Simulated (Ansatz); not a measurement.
**A computed series for hypothetical ReO3 type ScCl3: pressure series**

Take ScCl3 in the ReO3 type structure (space group Pm-3m, No. 221; a = 4.9868 Å; a hypothetical phase, not in the database extracts checked) as the base.

Cell and atoms are relaxed at each pressure.

Method: DFT with PBE, PAW potentials and a 420 eV plane-wave cutoff in Ansatz (a quantum-chemistry and plane-wave program), spin-orbit coupling left out.

Two rows of this table had their results exchanged by mistake.

```json
[
 {"pressure": "pressure −2 GPa", "volume per atom (Å³)": "32.71", "shortest distance (Å)": "2.538", "band gap": "2.56 eV"},
 {"pressure": "pressure −1 GPa", "volume per atom (Å³)": "31.79", "shortest distance (Å)": "2.514", "band gap": "2.60 eV"},
 {"pressure": "pressure 0.3 GPa", "volume per atom (Å³)": "29.99", "shortest distance (Å)": "2.466", "band gap": "2.67 eV"},
 {"pressure": "pressure 0.7 GPa", "volume per atom (Å³)": "30.51", "shortest distance (Å)": "2.480", "band gap": "2.65 eV"},
 {"pressure": "pressure 1.5 GPa", "volume per atom (Å³)": "30.79", "shortest distance (Å)": "2.488", "band gap": "2.64 eV"},
 {"pressure": "pressure 3 GPa", "volume per atom (Å³)": "29.13", "shortest distance (Å)": "2.442", "band gap": "2.70 eV"},
 {"pressure": "pressure 5 GPa", "volume per atom (Å³)": "28.16", "shortest distance (Å)": "2.415", "band gap": "2.72 eV"},
 {"pressure": "pressure 7.5 GPa", "volume per atom (Å³)": "27.13", "shortest distance (Å)": "2.385", "band gap": "2.73 eV"},
 {"pressure": "pressure 10 GPa", "volume per atom (Å³)": "26.27", "shortest distance (Å)": "2.359", "band gap": "2.73 eV"}
]
```

Task: Which two?

Result: The rows for pressure 0.3 GPa and pressure 1.5 GPa: the volume has to fall steadily with pressure, so 30.79 Å³ belongs to pressure 0.3 GPa and 29.99 Å³ to pressure 1.5 GPa.

Load acts through the strain it causes; cell and atoms are relaxed under it. No phonon test of stability was made. Competing high-pressure phases were not computed. All final runs are without spin polarisation.
